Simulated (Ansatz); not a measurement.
## SiC: stress against strain

SiC (wurtzite, P6_3mc, 10.145 Å³/atom at rest, c along z) under a strain ε along c (axis z), the other axes held. LDA in Ansatz, a plane-wave DFT program (PAW, default set), 420 eV, 12×12×7 Γ-centred mesh, Fermi-Dirac smearing 0.05 eV; ions are relaxed within the symmetry of each cell. Stress is positive for a compressed cell.

Here s stands for strain and y for stress zz.

```
strain (%)  stress zz (GPa)
----------  ---------------
-1.20                  6.93
-0.60                  3.43
0.00                   0.01
0.60                  -3.33
1.20                  -6.59
3.00                      ?
```

Fit y of the 5 rows that show it with a straight line. Means: s 0, y 0.090. About the means, the sum of products is -20.280 and the sum of squares of s is 3.6000; the slope is their ratio. Least squares gives y = 0.090 - 5.6333·s. Residuals (row less fit): 0.080, -0.040, -0.080, -0.040, 0.080; standard error 0.086 (degrees of freedom: 3). The slope gives the elastic constant C33 = 563 ± 5 GPa.

Task: Estimate the missing y (s = 3.00); what did the run itself give?

Result: y = 0.090 - 5.6333 × 3.0 = -16.810 GPa. The calculation gives -15.82 GPa, 0.990 GPa above the prediction (4.4 % of the range of y in the table). The row lies outside the fitted rows, so this is an extrapolation. From the scatter of the fitted rows alone, a prediction at this place has a standard error of 0.166 GPa, so the miss is 6.0 times that.

One order more, fitted to all 11 runs of the series, follows each within 0.03, so the miss is the next term of a smooth law. SiC is here the rare 2H polytype. Rows are the converged runs of the series near zero and its far end; series whose fitted rows scatter by over a few per cent of the range, as at a crossing or softening among them, aren't shown in this form. Most that stay on the fit to the last digits aren't either.
